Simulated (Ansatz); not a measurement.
Zinc-blende NaH (model structure) was calculated with LDA (Ansatz, a first-principles code, PAW).

Run with plane-wave cutoff 500 eV, 10×10×10 k mesh, gaussian smearing 0.02 eV, scalar-relativistic PAW data made under PBE.

Cell (relaxed at this level):

```xyz
2
Lattice="0.0000 2.5355 2.5355 2.5355 0.0000 2.5355 2.5355 2.5355 0.0000" Properties=species:S:1:pos:R:3 pbc="T T T"
Na     0.0000     0.0000     0.0000
H      1.2678     1.2678     1.2678
```

Problem. Estimate the band gap that the calculation returns.

Solution. 
band gap: 3.33 eV (on the SCF k mesh)

Note: the relaxation could raise the start's symmetry but not lower it, so the cell can be a saddle point.

The result took about 8 core-seconds (a rough figure).

A model structure was made by putting elements into a prototype or built by hand; it is no filed structure, need not be a known phase, and can be a saddle point held by its symmetry.
